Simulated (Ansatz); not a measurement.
The structure below was relaxed with PBE (Ansatz, a first-principles code, PAW, spin-orbit coupling left out), at pressure 4.5 GPa.

Space group F-43m (No. 216); a = 5.897 Å, b = 5.897 Å, c = 5.897 Å, α = 90.00°, β = 90.00°, γ = 90.00°

```json
[
 {"atom": "I", "site": "4c", "symmetry": "-43m", "x": "0.2500", "y": "0.2500", "z": "0.2500"},
 {"atom": "Cu", "site": "4a", "symmetry": "-43m", "x": "0.0000", "y": "0.0000", "z": "0.0000"}
]
```

Write out a cell with all atoms.


```xyz
8
Lattice="5.8971 0.0000 0.0000 0.0000 5.8971 0.0000 0.0000 0.0000 5.8971" Properties=species:S:1:pos:R:3 pbc="T T T"
I      1.4743     1.4743     1.4743
Cu     0.0000     0.0000     0.0000
I      1.4743     4.4228     4.4228
Cu     0.0000     2.9486     2.9486
I      4.4228     1.4743     4.4228
Cu     2.9486     0.0000     2.9486
I      4.4228     4.4228     1.4743
Cu     2.9486     2.9486     0.0000
```
This is the conventional cell.

Load acts through the strain it causes; cell and atoms are relaxed under it. Whether these cells are dynamically stable was not tested. Tetrahedral semiconductors of this kind turn to denser phases somewhere between about 1 and 50 GPa; those were not computed, so compressed cells here can lie past the real transition. All final runs are without spin polarisation. The cell was made from CuI in the zinc blende structure (space group F-43m, No. 216) by this change: pressure 4.5 GPa.
